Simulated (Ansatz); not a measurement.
The starting structures come from a database of crystals and need not be the phases stable at ambient conditions.

Given:

```
CELL_PARAMETERS angstrom
      5.82897     0.00000     0.00000
      0.00000     8.18393     0.00000
      2.91448     4.09197     2.92320
ATOMIC_POSITIONS crystal
  Sr 0.51054 0.76054 0.97892
  Sr 0.48946 0.23946 0.02108
  Zr 0.00000 0.50000 0.00000
  Zr 0.00000 0.00000 0.00000
  O  0.08198 0.33198 0.83604
  O  0.91802 0.66802 0.16396
  O  0.50000 0.79498 0.50000
  O  0.50000 0.20502 0.50000
  O  0.00000 0.20502 0.50000
  O  0.00000 0.79498 0.50000
```

Space group of this cell: Imma. The cell is taken as given; by PBEsol its mean pressure is -2.6 GPa.

Transport runs along the normal of the first two printed cell vectors.

No gap correction and no spin-orbit coupling; mid-gap values are interpolated between computed energies.

Question: Estimate the band gap and the smallest decay constant κ at mid-gap that Ansatz (a first-principles code) with PBEsol returns for this system.

Answer: Gap 3.54 eV on a 10×10×10 mesh; κ = 0.339 1/Å, at the zone centre.
